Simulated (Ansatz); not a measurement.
The starting structures come from a database of crystals and need not be the phases stable at ambient conditions.

 Where the default PAW files enter, the runs use the earlier of Ansatz's two default sets.

By LDA, the system below comes out a metal.

Without scattering a metal conducts by its projected Fermi surface.

Here is the system:

```
Te
1.0
    3.15419     0.00000     0.00000
   -0.43465     4.28229     0.00000
   -0.21732     2.14114     2.30591
Te
1
Direct
  0.50000   0.50000   0.00000
```

Space group of this cell: R-3m. The cell is taken as given; by LDA its mean pressure is -1.3 GPa.

The current flows along the normal of the first two printed cell vectors, the (110) plane of the conventional cell. No spin-orbit coupling; the value is a mean over 0.1 eV about the Fermi level.

Question: Compute, with LDA (Ansatz, a first-principles code), the ballistic conductance per area.

Answer: 1.2 × 10¹⁵ S/m² for both spins.
